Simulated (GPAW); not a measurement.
# Several settings converged on NaNiO2 (C2/m, 4 atoms in the cell)

```yaml
crystal:
  lattice:
    - [2.64937, -1.40567, 0.00000]
    - [2.64937, 1.40567, 0.00000]
    - [-1.94969, 0.00000, 5.14410]
  atoms:
    - { symbol: Na, position: [0.50000, 0.50000, 0.50000] }
    - { symbol: Ni, position: [0.00000, 0.00000, 0.00000], spin: 2.0 }
    - { symbol: O, position: [0.28529, 0.28529, 0.80283] }
    - { symbol: O, position: [0.71471, 0.71471, 0.19717] }
```
(The spins are starting values, not results.)

Base method: LDA (Perdew-Wang 92), GPAW PAW datasets LDA (gpaw-data 1.0.1) (plane waves; GPAW).

Base settings: spinpol = true; mode = pw; ecut = 900 eV; xc = LDA; kpts = 4 4 2; mesh shift (steps) = 0 0 0; occupations.name = fermi-dirac; occupations.width = 0.02 eV; nbands = -6; convergence.forces = 0.001 eV/Å.

The count of work is k-points × plane waves × bands × iterations; it is no time. Core times come from one kind of shared machine, to one figure; runs under 30 s give none.

**The force threshold of a relaxation**

On NaNiO₂ (Cm, 4 atoms in the cell): one atom moved by 0.15 angstrom.

In this ladder: convergence.density = 1e-05 e/electron; optimizer = BFGS.

The mesh stays at the base's, so the ladder's end is converged at best in this setting alone.

Only quantities that move along the ladder and can be compared are tabulated.

```tsv
fmax	free energy less the last step's (meV/atom)	largest force left (eV/Å)	relaxation steps	core time / last (rough)
0.2 eV/Å	0.47	0.1790	4	0.4
0.1 eV/Å	0.06	0.0491	6	0.4
0.05 eV/Å	0.06	0.0491	6	0.5
0.03 eV/Å	0.02	0.0266	9	0.6
0.02 eV/Å	0.01	0.0124	11	0.5
0.01 eV/Å	0.00	0.0083	14	0.8
0.005 eV/Å	0.00	0.0013	15	0.7
0.002 eV/Å	0.00	0.0013	15	0.9
0.001 eV/Å	0.00	0.0008	20	1
```

Coarsest fmax that holds the largest force left within 0.005 eV/Å of the last step, with all finer ones: 0.005 eV/Å; the step before is off by 0.0075 eV/Å.

Coarsest fmax that holds the free energy within 0.05 meV/atom of the last step, with all finer ones: 0.03 eV/Å; the step before is off by 0.06 meV/atom.

**The size of a vacancy's supercell**

On NaNiO₂ (C2/m, 4 atoms in the cell), and larger cells.

In this ladder: convergence.bands = default.

Steps: 1 x 1 x 1 supercell, one O atom taken out, nothing relaxed; 2 x 1 x 1 supercell, one O atom taken out, nothing relaxed; and so on, with the mesh thinned in proportion.

Only quantities that move along the ladder and can be compared are tabulated.

| atoms | energy of the cell with the vacancy less the whole one (holds the removed atom on the program's zero: only its change counts) (eV) | count of work / last | core time / last (rough) |
|---|---|---|---|
| 4 | 9.008 | 0.20 | 0.2 |
| 8 | 8.869 | 0.66 | 0.6 |
| 16 | 8.742 | 1.0 | 1 |

Smallest size that holds the energy of the cell with the vacancy less the whole one (holds the removed atom on the program's zero: only its change counts) within 0.1 eV: not settled: the last two steps still differ by 0.13 eV, over half the tolerance, so the ladder does not show it.

On the base run: the starting cell comes from a database of computed structures (which also holds hypothetical and non-ambient phases and stackings), without a prior relaxation at this level. Its lattice was rescaled by up to half a per cent. With one magnetic atom in the cell only a parallel order is possible. Without a gap this mesh is coarse (it stands for a supercell whose shortest vector is 11 Å).
